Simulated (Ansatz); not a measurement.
Response to strain in KF

Base system: KF in the rock salt structure (space group Fm-3m, No. 225).

```xyz
2
Lattice="0.0000 2.6592 2.6592 2.6592 0.0000 2.6592 2.6592 2.6592 0.0000" Properties=species:S:1:pos:R:3 pbc="T T T"
F      0.0000     0.0000     0.0000
K      2.6592     2.6592     2.6592
```

Cartesian axes are those of the cell as printed.

Strains are applied to the cell and any free atomic positions relax.

All numbers come from DFT with r2SCAN, PAW potentials and a 500 eV plane-wave cutoff in Ansatz (an electronic-structure program), spin-orbit coupling left out.

Base values:

```
Item       Result
--------  -------
Band gap  6.91 eV
```

Task: The aim is a band gap between 6.07 eV and 6.54 eV. Which of these changes reaches it?
A) uniaxial strain ε_yy = −4.32 %
B) isotropic strain +4.79 %
C) isotropic strain −2.09 %
D) uniaxial strain ε_yy = +0.78 %

Result: B, isotropic strain +4.79 %. It gives 6.21 eV; isotropic strain −2.09 % gives 7.27 eV; uniaxial strain ε_yy = −4.32 % gives 7.07 eV; uniaxial strain ε_yy = +0.78 % gives 6.86 eV. Changes not listed may reach it too

No phonon test of stability was made.
